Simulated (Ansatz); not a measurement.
## Ru, response to strain

Base system: Ru in the hcp (Mg type) structure (space group P6_3/mmc, No. 194; a = 2.705 Å, c = 4.260 Å). Axes: x lies along a and z along c of the hexagonal cell.

Strains are applied to the cell and any free atomic positions relax; under biaxial strain the out-of-plane vector relaxes too.

Level of theory: Ansatz (a first-principles code) r2SCAN, without spin-orbit coupling.

Notes on the quantities. pressure: mean of the normal stresses, compression positive.

```tsv
change	pressure	shortest interatomic distance	space group
base	0.0 GPa	2.641 Å	P6_3/mmc (No. 194)
biaxial strain −2.04 %, plane normal [001], relaxed out of plane	10.8 GPa	2.642 Å	P6_3/mmc (No. 194)
biaxial strain −0.89 %, plane normal [001], relaxed out of plane	4.4 GPa	2.641 Å	P6_3/mmc (No. 194)
biaxial strain +3.27 %, plane normal [001], relaxed out of plane	-12.5 GPa	2.641 Å	P6_3/mmc (No. 194)
isotropic strain +5.49 %	-36.6 GPa	2.786 Å	P6_3/mmc (No. 194)
uniaxial strain ε_xx = −0.66 %	(withheld)	(withheld)	Cmcm (No. 63)
uniaxial strain ε_xx = −0.37 %	1.2 GPa	2.639 Å	Cmcm (No. 63)
uniaxial strain ε_zz = −4.37 %	18.5 GPa	2.567 Å	P6_3/mmc (No. 194)
uniaxial strain ε_zz = +2.71 %	-8.6 GPa	2.688 Å	P6_3/mmc (No. 194)
uniaxial strain ε_zz = +4.58 %	-13.5 GPa	2.705 Å	P6_3/mmc (No. 194)
```

Fill in the withheld entries from the trend.


- uniaxial strain ε_xx = −0.66 %, pressure: 2.2 GPa
- uniaxial strain ε_xx = −0.66 %, shortest interatomic distance: 2.637 Å

Without a gap, meshes like the base's 20×20×11 leave anisotropic stresses uncertain by several tenths of a GPa, and small strain energies with them. Stability against distortions was not tested. All final runs are without spin polarisation.
